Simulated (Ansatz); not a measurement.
# MgO in the rock salt structure (space group Fm-3m, No. 225)

```
CELL_PARAMETERS angstrom
      0.00000     2.10705     2.10705
      2.10705     0.00000     2.10705
      2.10705     2.10705     0.00000
ATOMIC_POSITIONS crystal
  Mg 0.00000 0.00000 0.00000
  O  0.50000 0.50000 0.50000
```

All numbers come from Kohn–Sham DFT with the PBEsol functional, run in Ansatz (a quantum-chemistry and plane-wave program) with PAW and 420 eV plane waves, no spin-orbit coupling. Settings: 13×13×13 k-points, 0.05 eV Fermi–Dirac smearing.

```yaml
volume_per_atom: 9.35 Å³
density: 3.58 g/cm³
band_gap: 4.62 eV, direct at Γ
electron_mass: 0.34 mₑ
Hole mass (degenerate bands, along [100]): 0.38, 2.1, 2.1 mₑ
Lowest conduction-band minima above the VBM: Γ 4.62 eV
total_energy: -1237.936 eV/atom (σ→0; compares only within this code and set-up)
```

Effective masses come from finite differences of ±0.01 Å⁻¹. Gaps are Kohn–Sham eigenvalue differences; semilocal functionals usually give less than the measured gap. Whether these cells are dynamically stable was not tested.
